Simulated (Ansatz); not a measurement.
Au, response to strain

Base system: Au in the fcc (Cu type) structure (space group Fm-3m, No. 225; relaxed with 0.1 eV smearing).

```xyz
1
Lattice="0.0000 2.0415 2.0415 2.0415 0.0000 2.0415 2.0415 2.0415 0.0000" Properties=species:S:1:pos:R:3 pbc="T T T"
Au     0.0000     0.0000     0.0000
```

Cartesian axes are those of the cell as printed.

Strains are applied to the cell and any free atomic positions relax; under biaxial strain the out-of-plane vector relaxes too.

Method: PBEsol in Ansatz (plane waves to 420 eV, PAW, scalar-relativistic without spin-orbit coupling).

Notes on the quantities. in-plane stress: mean in-plane stress (compression positive).

```tsv
change	volume per atom	in-plane stress
base	17.02 Å³	–
biaxial strain −2.08 %, plane normal [111], relaxed out of plane	16.79 Å³	(withheld)
biaxial strain −1.67 %, plane normal [111], relaxed out of plane	16.83 Å³	+3.4 GPa
biaxial strain −1.25 %, plane normal [111], relaxed out of plane	16.87 Å³	+2.5 GPa
biaxial strain −0.83 %, plane normal [111], relaxed out of plane	(withheld)	+1.6 GPa
biaxial strain −0.42 %, plane normal [111], relaxed out of plane	16.97 Å³	+0.8 GPa
biaxial strain +0.83 %, plane normal [111], relaxed out of plane	17.11 Å³	-1.4 GPa
biaxial strain +1.25 %, plane normal [111], relaxed out of plane	17.16 Å³	-1.9 GPa
biaxial strain +1.67 %, plane normal [111], relaxed out of plane	17.20 Å³	-2.4 GPa
biaxial strain +2.08 %, plane normal [111], relaxed out of plane	17.24 Å³	-2.7 GPa
```

Fill in the withheld entries from the trend.


- biaxial strain −2.08 %, plane normal [111], relaxed out of plane, in-plane stress: +4.3 GPa
- biaxial strain −0.83 %, plane normal [111], relaxed out of plane, volume per atom: 16.92 Å³

Whether these cells are dynamically stable was not tested.

Ansatz is a program for electronic structure.
